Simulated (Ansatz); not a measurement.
Consider Ge in the diamond structure (space group Fd-3m, No. 227; a = 5.676 Å). Axes: x, y, z lie along the cube axes.

All numbers come from plane-wave PAW DFT at the PBEsol level (Ansatz, a first-principles code, 420 eV), without spin-orbit coupling.

Before the change:

| Quantity | Result |
|---|---|
| Pressure | 0.0 GPa |
| Shortest interatomic distance | 2.458 Å |

Now apply this change: the cell is stretched by 1.00 % along z with no lateral relaxation; the atoms relax in the strained cell.

**Question.** What happens to the pressure?

**Answer.** The pressure (mean of the normal stresses, compression positive) goes from zero to -0.7 GPa.

**Question.** Predict the new shortest interatomic distance.

**Answer.** The shortest interatomic distance increases by 0.008 Å to 2.466 Å.

No phonon test of stability was made.
